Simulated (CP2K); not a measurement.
Band structure of Hf (Fm-3m, 1 atom in the cell).

```xyz
1
Lattice="3.1396 0.0000 0.0000 1.5698 2.7189 0.0000 1.5698 0.9063 2.5634" Properties=species:S:1:pos:R:3 pbc="T T T"
Hf     0.0000     0.0000     0.0000
```

Computed with LDA (Pade form), GPW, DZVP-MOLOPT-SR-GTH basis, GTH-PADE potentials (GTH_POTENTIALS) (CP2K).

Settings: CUTOFF = 500 Ry; REL_CUTOFF = 40 Ry; SMEAR/METHOD = FERMI_DIRAC; ELECTRONIC_TEMPERATURE = 580.23 K; KPOINTS/SCHEME = MONKHORST-PACK 13 13 13; XC_FUNCTIONAL = PADE; Hf/BASIS_SET = DZVP-MOLOPT-SR-GTH; Hf/POTENTIAL = GTH-PADE-q12; METHOD = GPW; EPS_DEFAULT = 1e-10; EXTRAPOLATION = USE_GUESS; NGRIDS = 5; SCF_GUESS = ATOMIC; EPS_SCF = 1e-06.

The starting cell comes from a database of published, mostly measured structures (it also holds non-ambient and calculated ones), without a prior relaxation at this level. Spin-orbit coupling is off. Values carry the incompleteness of an atom-centred basis.

Levels in eV from the Fermi level, bands 3 to 8:
```tsv
point	3	4	5	6	7	8
Γ	-28.63	-28.63	-7.52	1.22	1.22	1.22
X	-28.76	-28.76	-3.61	-2.41	3.17	6.25
W	-29.07	-28.81	-1.98	-0.41	-0.41	2.38
K	-29.00	-28.71	-2.51	-1.53	1.03	4.05
L	-28.68	-28.68	-4.00	1.01	1.01	1.10
U	-29.00	-28.71	-2.51	-1.53	1.03	4.05
```

Bands cross the Fermi level along this path, so the cell is metallic at this level.

Higher empty bands are left out: an atom-centred basis made for the valence describes them poorly.
